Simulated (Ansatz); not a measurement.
Take a 16-atom supercell of KF in the rock salt structure (space group Fm-3m, No. 225) at its relaxed geometry as the base.

```xyz
16
Lattice="0.0000 5.4208 5.4208 5.4208 0.0000 5.4208 5.4208 5.4208 0.0000" Properties=species:S:1:pos:R:3 pbc="T T T"
F      0.0000     0.0000     0.0000
F      2.7104     2.7104     0.0000
F      2.7104     0.0000     2.7104
F      5.4208     2.7104     2.7104
F      0.0000     2.7104     2.7104
F      2.7104     5.4208     2.7104
F      2.7104     2.7104     5.4208
F      5.4208     5.4208     5.4208
K      2.7104     2.7104     2.7104
K      5.4208     5.4208     2.7104
K      5.4208     2.7104     5.4208
K      8.1312     5.4208     5.4208
K      2.7104     5.4208     5.4208
K      5.4208     8.1312     5.4208
K      5.4208     5.4208     8.1312
K      8.1312     8.1312     8.1312
```

All numbers come from PBE (Ansatz, a program for electronic structure), no spin-orbit coupling.

One neutral defect a cell, atoms relaxed at fixed cell.

One change was made to it. Results:

The largest displacement of a host atom from its site in the perfect cell amounts to 0.35 Å; the pressure goes from zero to 2.1 GPa.

Question: Which of these changes matches the shifts?
A) K on a F site (antisite), symmetric start
B) H interstitial (started 1.92 Å from the nearest host atom)
C) F interstitial (started 2.12 Å from the nearest host atom)
D) Ca on a K site, symmetric start

Answer: C, F interstitial (started 2.12 Å from the nearest host atom). For comparison, the pressure in the other runs: K on a F site (antisite), symmetric start gives 6.7 GPa; Ca on a K site, symmetric start gives 1.2 GPa; H interstitial (started 1.92 Å from the nearest host atom) gives 0.8 GPa.

Other magnetic orders, which the real material may have, were not ruled out. In so small a cell the defect repeats every few ångströms: this is an ordered compound, not a dilute defect. A case with no gap was solved on a k-mesh chosen for an insulator, which is coarse for it. Defects with a symmetric start kept the site's symmetry and may sit on a saddle; the others started slightly shaken. Starting moments died away, wholly or in part, for K on a F site (antisite) and Ca on a K site; another magnetic solution may exist.
